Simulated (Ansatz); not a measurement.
**O on the (0001) surface of wurtzite GaN (2x2 N adatom at H3; a constructed slab, bottom: 3 H on 4 bottom sites), one in a cell of 36 Å², started at the site 'over Ga at depth 1.1 Å #2'**

Host crystal: wurtzite GaN, with a band gap (PBE, scalar-relativistic without spin-orbit coupling).

All values below come from PBE (plane waves to 420 eV, PAW; Ansatz, a program for electronic structure).

Model: 45-atom slab, 13.4 Å thick at the start with caps and adatoms under the adsorbate (thin: gaps and levels are the slab's own), 4x4x1 mesh, Fermi-Dirac 0.01 eV, dipole correction, 23 atoms held, the rest relaxed; no symmetry held; spin-polarised, ending with about 0.1 μB a cell, a value that depends on the mesh; orders that need a larger cell were not tried, no spin-orbit, no U, no dispersion correction. The slab shows no gap over 0.04 eV on its mesh. At the end it is bonded to Ga + N. In PBE it is, or lies within 0.03 eV of, the lowest of the starts that converged.

| Property | Value |
|---|---|
| energy of the end state, in which the adsorbate paired with a surface N atom, against ½ O2(g) | -1.56 eV |
| change of the step from the bottom to the top vacuum level, against the clean slab | 0.43 eV |
| energy released by relaxation | 1.86 eV |
| height of the binding atom over the mean of the host atoms within 0.3 Å of the top one | 0.327 Å |
| largest move of a host atom | 0.41 Å |
| caution | the clean host was not checked against rearrangement in a larger or rattled cell |
| note | in the relaxation the adsorbate left its starting site by 0.6 Å |

A negative adsorption energy means that the adsorbate is more stable on the surface than in its reference.
